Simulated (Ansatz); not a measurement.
Functionals compared on a constructed model of the (110) surface of bcc Mo, a pseudomorphic layer of Au in the host's stacking (bottom of the slab: a bare face, its two planes held), in Ansatz (plane waves, PAW). The structure was relaxed with PBE; the other rows are single points on it. Cutoff 420 eV (500 eV for r2SCAN).

Slab: 7 atoms, 13.7 Å thick at the start with caps and adatoms (thin: gaps and levels are the slab's own); k 14x14x1, smearing 0.1 eV, dipole-corrected; 2 atoms held, the rest relaxed; start symmetry kept, larger cells not searched; no spin, no spin-orbit, no U. It is one candidate, not shown to be the stable structure of the face. These notes are the PBE run's.

| functional | work function of the top face (eV) | rough cost of the single point |
|---|---|---|
| PBE | 4.89 | – |
| RPBE | 4.71 | about 18 core-seconds (a rough figure) |
| r2SCAN | 4.87 | about 30 core-seconds (a rough figure) |

Ansatz is a quantum-chemistry and plane-wave program.
